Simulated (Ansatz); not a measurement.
Functionals compared on Br on the 1x1 (100) surface of monoclinic HfO2 (cut with top plane 2 O), one in a 1x1 cell, started at the site 'hollow O-O-O over O at depth 6.8 Å', in Ansatz (plane waves, PAW). The structure was relaxed with PBE; the other rows are single points on it, each with its references at the same level. Cutoff 420 eV (500 eV for r2SCAN). The points keep PBE's geometry, so the relaxation of a polaron and the settling of charge on one site are left out.

Host crystal: monoclinic HfO2, with a band gap (PBE, scalar-relativistic without spin-orbit coupling).

Model: 25-atom slab, 9.3 Å thick at the start under the adsorbate (thin: gaps and levels are the slab's own), 4x4x1 mesh, Fermi-Dirac 0.01 eV, dipole correction, 12 atoms held, the rest relaxed; no symmetry held; spin-polarised, ending with about 1.0 μB a cell; orders that need a larger cell were not tried, no spin-orbit, no U, no dispersion correction. At the end it is bonded to Hf. In PBE it is, or lies within 0.03 eV of, the lowest of the starts that converged. These notes are the PBE run's. RPBE: The program's check for a lower electronic state was not made. r2SCAN: The program's check for a lower electronic state was not made. Adsorption energies are against ½ Br2(g). A negative adsorption energy means that the adsorbate is more stable on the surface than in its reference.

```json
[
 {"functional": "PBE", "adsorption energy (eV)": "0.04", "gap of the slab on its k-mesh (eV)": "0.81", "highest filled level below the top vacuum level (eV)": "7.17", "magnetic moment of the cell (μB)": "1.00", "rough cost of the single point": "–"},
 {"functional": "RPBE", "adsorption energy (eV)": "0.24", "gap of the slab on its k-mesh (eV)": "0.86", "highest filled level below the top vacuum level (eV)": "7.11", "magnetic moment of the cell (μB)": "1.00", "rough cost of the single point": "very roughly 10 core-minutes"},
 {"functional": "r2SCAN", "adsorption energy (eV)": "-0.16", "gap of the slab on its k-mesh (eV)": "1.27", "highest filled level below the top vacuum level (eV)": "7.57", "magnetic moment of the cell (μB)": "1.00", "rough cost of the single point": "about 16 core-minutes (a rough figure)"}
]
```

Ansatz is a program for electronic structure.
